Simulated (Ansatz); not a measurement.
# GaP: uniaxial strain ε_xx = −4.90 %

Start from GaP in the zinc blende structure (space group F-43m, No. 216; a = 5.438 Å). Axes: x, y, z lie along the cube axes.

It is then changed as follows: the cell is compressed by 4.90 % along x with no lateral relaxation, atoms relaxed at fixed cell.

Computed with plane-wave PAW DFT at the PBEsol level (Ansatz, a first-principles code, 420 eV), no spin-orbit coupling. k-mesh 11×11×11 (Γ-centred); smearing 0.05 eV (Fermi–Dirac).

```tsv
quantity	base	changed	shift
space group	F-43m (No. 216)	I-4m2 (No. 119)	–
shortest interatomic distance	2.355 Å	2.317 Å	-0.038 Å
energy relative to the base (free energy F)	0 meV/atom	+21 meV/atom	+21 meV/atom
band gap	1.45 eV	0.89 eV	-0.566 eV
gap character	–	indirect, Γ → Γ–M (88 % along)	–
smallest direct gap	1.80 eV	2.02 eV	+0.22 eV
electron mass	1.2 mₑ along k, 0.23 mₑ across (off the special points)	0.98 mₑ along k, 0.23 mₑ across (off the special points)	–
hole mass	–	0.13 mₑ along x, 0.33 mₑ across (at Γ)	–
valence-band top at Γ (three highest levels, from the VBM)	0.00, 0.00, 0.00 eV	0.00, -0.27, -0.27 eV	–
stress (xx, yy, zz, yz, xz, xy; compression positive)	–	(6.94, 3.58, 3.58, 0.00, 0.00, 0.00) GPa	–
```

Effective masses come from finite differences of ±0.01 Å⁻¹. Along k means along the line from Γ to the band edge. Whether these cells are dynamically stable was not tested. k-point labels follow each cell's own Brillouin zone.
